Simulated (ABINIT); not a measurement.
Band structure of MgB2 (P6/mmm, 3 atoms in the cell).

```
MgB2
1.0
    2.99722     0.00000     0.00000
   -1.49861     2.59567     0.00000
    0.00000     0.00000     3.44552
Mg B
1 2
Direct
  0.00000   0.00000   0.00000
  0.66667   0.33333   0.50000
  0.33333   0.66667   0.50000
```

Computed with PBE, PAW (JTH v2.0 PBE PAW) (plane waves; ABINIT).

Settings: pseudos = [Mg.GGA_PBE-JTH.xml, B.GGA_PBE-JTH.xml]; ecut = 20 Ha; pawecutdg = 40 Ha; ixc = 11; occopt = 3; tsmear = 0.00367493 Ha; ngkpt = 13 13 10; nshiftk = 1; shiftk = 0 0 0; potentials = JTH v2.0 PBE PAW; kptopt = 1; nstep = 60; toldfe1 = 1e-09 Ha.

The starting cell comes from a database of computed structures (which also holds hypothetical and non-ambient phases and stackings), without a prior relaxation at this level. Its lattice was rescaled by a random factor within 2.5 % of one.

These are the values that this program gave, and no reference: the one-centre exchange-correlation terms come from a truncated expansion.

Levels in eV from the Fermi level, bands 5 to 12:
```json
[
 {"point": "Γ", "5": "-12.88", "6": "-3.14", "7": "0.48", "8": "0.48", "9": "1.78", "10": "6.75", "11": "6.75", "12": "9.08"},
 {"point": "M", "5": "-8.72", "6": "-8.13", "7": "-2.22", "8": "0.16", "9": "3.24", "10": "4.15", "11": "5.67", "12": "7.86"},
 {"point": "K", "5": "-7.41", "6": "-7.41", "7": "-6.15", "8": "1.85", "9": "1.85", "10": "6.49", "11": "6.49", "12": "9.30"},
 {"point": "A", "5": "-11.50", "6": "-7.80", "7": "0.88", "8": "0.88", "9": "7.03", "10": "7.03", "11": "8.53", "12": "10.47"},
 {"point": "L", "5": "-7.71", "6": "-7.18", "7": "-3.72", "8": "-1.94", "9": "-1.31", "10": "6.33", "11": "9.52", "12": "9.57"},
 {"point": "H", "5": "-6.48", "6": "-6.48", "7": "-5.46", "8": "-2.09", "9": "-2.09", "10": "4.03", "11": "12.42", "12": "12.87"}
]
```

Bands cross the Fermi level along this path, so the cell is metallic at this level.
